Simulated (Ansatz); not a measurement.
How the equilibrium lattice constant a of Mo₃Ge (model structure, started from the D03 type, Fm-3m, No. 225, 4 atoms in the cell) moves with the method

No measured value is used here.

| level (code) | value (Å) |
|---|---|
| PBE (Ansatz) | [?] |
| PBEsol (Ansatz) | 6.207 |
| PBE-D3(BJ) (Ansatz) | 6.209 |

### Question
Some entries are withheld; supply them.

### Answer

- PBE (Ansatz, a first-principles code), value (Å): 6.272

Ansatz's density-functional and Hartree–Fock values are scalar-relativistic unless marked +SOC, with PAW data made under PBE.

A model structure was made by putting elements into a prototype or built by hand; it is no filed structure, need not be a known phase, and can be a saddle point held by its symmetry.
